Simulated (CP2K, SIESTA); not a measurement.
A CP2K input for a self-consistent single point of ZnO (P6_3mc, 4 atoms in the cell) (DFT LDA (Pade form), GPW, DZVP-MOLOPT-SR-GTH basis, GTH-PADE potentials (GTH_POTENTIALS)):

```
&GLOBAL
  PROJECT scf
  RUN_TYPE ENERGY_FORCE
  PRINT_LEVEL MEDIUM
&END GLOBAL
&FORCE_EVAL
  METHOD Quickstep
  STRESS_TENSOR ANALYTICAL
  &DFT
    BASIS_SET_FILE_NAME BASIS_MOLOPT
    POTENTIAL_FILE_NAME GTH_POTENTIALS
    &QS
      METHOD GPW
      EPS_DEFAULT 1E-10
    &END QS
    &MGRID
      CUTOFF 600
      REL_CUTOFF 50
      NGRIDS 5
    &END MGRID
    &SCF
      SCF_GUESS ATOMIC
      EPS_SCF 1E-6
      MAX_SCF 100
      ADDED_MOS 7
      &DIAGONALIZATION
        ALGORITHM STANDARD
      &END DIAGONALIZATION
      &MIXING
        METHOD BROYDEN_MIXING
        ALPHA 0.2
        NBUFFER 8
        BETA 1.5
      &END MIXING
    &END SCF
    &KPOINTS
      SCHEME MONKHORST-PACK 10 10 5
      GAMMA_CENTERED T
    &END KPOINTS
    &XC
      &XC_FUNCTIONAL PADE
      &END XC_FUNCTIONAL
    &END XC
    &PRINT
      &MO
        EIGENVALUES T
        OCCUPATION_NUMBERS T
        NDIGITS 8
        FILENAME mo
        &EACH
          QS_SCF 0
        &END EACH
        ADD_LAST NUMERIC
      &END MO
      &MULLIKEN ON
      &END MULLIKEN
    &END PRINT
  &END DFT
  &SUBSYS
    &CELL
      A 3.16451000 0.00000000 0.00000000
      B -1.58225500 2.74054500 0.00000000
      C 0.00000000 0.00000000 5.10456400
      PERIODIC XYZ
    &END CELL
    &COORD
      SCALED
      Zn       0.66666700     0.33333300     0.50059000
      Zn       0.33333300     0.66666700     0.00059000
      O        0.66666700     0.33333300     0.87972000
      O        0.33333300     0.66666700     0.37972000
    &END COORD
    &KIND Zn
      BASIS_SET DZVP-MOLOPT-SR-GTH-q12
      POTENTIAL GTH-PADE-q12
    &END KIND
    &KIND O
      BASIS_SET DZVP-MOLOPT-SR-GTH-q6
      POTENTIAL GTH-PADE-q6
    &END KIND
  &END SUBSYS
  &PRINT
    &FORCES ON
    &END FORCES
    &STRESS_TENSOR ON
    &END STRESS_TENSOR
  &END PRINT
&END FORCE_EVAL
```

Q: Translate this input to SIESTA.

A: One input that does it (others would too):

```
# files in the folder: Zn.psml O.psml (PseudoDojo LDA standard)
SystemName  ZnO
SystemLabel zno

NumberOfAtoms                4
NumberOfSpecies              2
%block ChemicalSpeciesLabel
  1 30 Zn
  2 8 O
%endblock ChemicalSpeciesLabel
LatticeConstant              3.164510 Ang
%block LatticeVectors
     1.000000000    0.000000000    0.000000000
    -0.500000000    0.866025072    0.000000000
     0.000000000    0.000000000    1.613066162
%endblock LatticeVectors
AtomicCoordinatesFormat      ScaledCartesian
%block AtomicCoordinatesAndAtomicSpecies
     0.500000500    0.288674735    0.807484790  1
    -0.000000500    0.577350337    0.000951709  1
     0.500000500    0.288674735    1.419046564  2
    -0.000000500    0.577350337    0.612513483  2
%endblock AtomicCoordinatesAndAtomicSpecies

XC.functional                LDA
XC.authors                   PW92
PAO.BasisSize                DZP
PAO.EnergyShift              0.01 Ry
MeshCutoff                   350 Ry
%block kgrid.MonkhorstPack
   10   0   0  0.0
    0  10   0  0.0
    0   0   5  0.0
%endblock kgrid.MonkhorstPack
OccupationFunction           FD
ElectronicTemperature        10 K

MaxSCFIterations             150
SCF.Mixer.Method             Pulay
SCF.Mixer.Weight             0.2
SCF.Mixer.History            6
SCF.DM.Tolerance             1.0E-04
Diag.ParallelOverK           true
WriteForces                  true
```

Basis, cutoffs, solver keys and any potentials are the target program's own. This input uses DFT, LDA PW92, numerical atomic orbitals DZP, PseudoDojo LDA standard norm-conserving potentials (rewritten from UPF to PSML). LDA parametrisations can differ slightly between programs.

The starting cell comes from a database of computed structures (which also holds hypothetical and non-ambient phases and stackings), without a prior relaxation at this level. Its lattice was rescaled by a random factor within 2.5 % of one.
